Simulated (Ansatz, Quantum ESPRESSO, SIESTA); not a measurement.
Code comparison for Zn₇Tc (Fm-3m, 8 atoms in the cell)

Self-consistent single point.

```
Zn7Tc
1.0
    0.00000     3.82291     3.82291
    3.82291     0.00000     3.82291
    3.82291     3.82291     0.00000
Zn Tc
7 1
Direct
  0.50000   0.00000   0.00000
  0.50000   0.00000   0.50000
  0.00000   0.50000   0.50000
  0.00000   0.50000   0.00000
  0.50000   0.50000   0.00000
  0.00000   0.00000   0.50000
  0.50000   0.50000   0.50000
  0.00000   0.00000   0.00000
```

Shared settings, as Ansatz (a quantum-chemistry and plane-wave program) writes them: kpoints.mp_grid.grid = 6 6 6; scf.occupations.method = fermi_dirac; scf.occupations.width = 0.1 eV. Potentials and cutoffs stand in the table.

```tsv
code	model	pressure (GPa)	cutoff
Quantum ESPRESSO	LDA (PW92), PseudoDojo standard norm-conserving (LDA) pseudopotentials	-6.58	90 Ry
Ansatz	LDA (PW92), PAW files	-6.46	500 eV
SIESTA	LDA PW92, numerical atomic orbitals DZP, PseudoDojo LDA standard norm-conserving potentials (rewritten from UPF to PSML)	-18.94	grid 400 Ry
```

On Ansatz's run: spin polarisation is off.

The spread over the programs that give each value: pressure within 12.48 GPa.

SIESTA uses small atom-centred bases, whose incompleteness enters pressures, forces and empty levels differently from a plane-wave cutoff. Ansatz's pressure is given at a fixed set of plane waves, as the other plane-wave codes print theirs; with its correction for the finite basis it is -6.43 GPa. In the pressure, SIESTA (by 12.42) lies more than 1 GPa from the median of the plane-wave programs.

The starting cell comes from a database of computed structures (which also holds hypothetical and non-ambient phases and stackings), without a prior relaxation at this level.

Left out of this page: Elk (unsound by tests on forces, stress, charge or solver warnings); FLEUR (not drawn, or without a comparable value).

Keys are those of Ansatz 0.2.
